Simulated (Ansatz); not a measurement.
Functionals compared on the (111) surface of diamond, F on every top atom (bottom of the slab: 1 H on 1 bottom site), in Ansatz (plane waves, PAW). The structure was relaxed with PBE; the other rows are single points on it. Cutoff 420 eV (500 eV for r2SCAN). HSE06 used the coarser mesh 7x7x1.

Model: 10-atom slab, 9.2 Å thick at the start with caps and adatoms (thin: gaps and levels are the slab's own), 12x12x1 mesh, Fermi-Dirac 0.025 eV, dipole correction, 2 atoms held, the rest relaxed; symmetry of the start imposed; no spin, no spin-orbit, no U. It is one candidate, not shown to be the stable structure of the face. These notes are the PBE run's.

```tsv
functional	gap of the slab on its k-mesh (eV)	rough cost of the single point
PBE	2.47	–
r2SCAN	[?]	roughly 18 core-seconds
```

### Question
Fill in the missing entries.

### Answer

- r2SCAN, gap of the slab on its k-mesh (eV): 2.95

Ansatz is an electronic-structure program.
